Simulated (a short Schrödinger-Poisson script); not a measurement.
System: symmetric double-gate stack, SiO2 on p-type GaAs, at 300 K.

```csv
layer,material,thickness (nm),Na (cm⁻³)
1,SiO2,2,-
2,GaAs,10,2e15
3,SiO2,2,-
```

The device is made up for the run: typed textbook-type constants, with dimensions and the other settings drawn at random. SiO2: permittivity 3.9, conduction-band edge (eV) 3.17, gap (eV) 9, electron mass (mₑ) 0.5. GaAs: permittivity 12.9, conduction-band edge (eV) 0, gap (eV) 1.424, Nv at 300 K (cm⁻³) 9e18.

Channel valleys (confinement mass, in-plane density-of-states mass, number): Γ 0.067, 0.067, 1. At the gates, both at one voltage, the conduction-band edge of layer 1 lies 3.69 eV − eVg above the Fermi level of the channel. Gaps are held at their typed values at every temperature. Mesh 0.03 nm at interfaces.

Solved with a short Schrödinger-Poisson script written for these runs: 1D Poisson equation in equilibrium, electrons quantum, Hartree (BenDaniel-Duke, 12 states a valley, the channel's in-plane mass for all, wave functions free to enter the dielectric), parabolic valleys, classical holes, full ionisation, no traps, pinning or gate leakage.

The same stack at other levels of the model or other numerical settings:

```csv
run,sheet density of all electrons at Vg = 2 V (cm⁻²),sheet density of all electrons at Vg = 0.8 V (cm⁻²),capacitance of both gates at Vg = 2 V (μF/cm²),rough cost against the base
base,1.88e13,2.56e12,2.37,about 1
"electrons treated as classical, Boltzmann",2.79e13,4.11e12,?,0.07
"electrons treated as classical, Fermi-Dirac",1.93e13,3.01e12,?,0.2
"electrons treated as quantum, Hartree plus LDA exchange-correlation",1.93e13,?,2.39,2
mesh six times as coarse,1.87e13,2.53e12,2.36,0.3
```

Q: Some entries are withheld; supply them.

A: 
- electrons treated as classical, Boltzmann, capacitance of both gates at Vg = 2 V (μF/cm²): 3.31
- electrons treated as quantum, Hartree plus LDA exchange-correlation, sheet density of all electrons at Vg = 0.8 V (cm⁻²): 2.75e12
- electrons treated as classical, Fermi-Dirac, capacitance of both gates at Vg = 2 V (μF/cm²): 2.31

The classical rows ignore confinement, and Boltzmann statistics overrate the density once the band edge passes the Fermi level.

Above a few 1e12 electrons/cm² a light Γ valley is non-parabolic and upper valleys begin to fill, which the model leaves out.
